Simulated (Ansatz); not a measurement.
The starting structures come from a database of crystals and need not be the phases stable at ambient conditions.

 Where the default PAW files enter, the runs use the earlier of Ansatz's two default sets.

Here is the system:

```
CELL_PARAMETERS angstrom
      5.52233     0.00000     0.00000
      0.00000     5.52233     0.00000
      2.76117    -2.76117     3.92263
ATOMIC_POSITIONS crystal
  Sr 0.25000 0.25000 0.50000
  Sr 0.75000 0.75000 0.50000
  Ti 0.00000 0.00000 0.00000
  Ti 0.50000 0.50000 0.00000
  O  0.22904 0.27096 0.00000
  O  0.77096 0.72904 0.00000
  O  0.72904 0.22904 0.00000
  O  0.27096 0.77096 0.00000
  O  0.25000 0.75000 0.50000
  O  0.75000 0.25000 0.50000
```

Space group of this cell: I4/mcm. The cell is taken as given; by r2SCAN its mean pressure is -0.7 GPa.

Level of theory: r2SCAN (plane waves, PAW; Ansatz, a program for electronic structure).

The current runs along the normal of the first two printed vectors; no spin-orbit coupling. Scaled by the factor s: both lengths across the current (ions clamped). Meshes 8×8×8 and 6×6 across the current in all rows.

```csv
s,mean pressure (GPa),band gap (eV)
0.98,7.6,2.44
1.00,-0.7,2.33
1.02,-7.4,?
```

Q: Take the slope of the band gap against ln s from the two given rows, extrapolate to s = 1.02, and say what the run there gives.

A: Slope = (2.44 − 2.33) / ln 0.98 = -5.44 eV. The line gives 2.33 + (-5.44) × ln 1.02 = 2.22 eV. The run gives 2.22 eV, as the line does.
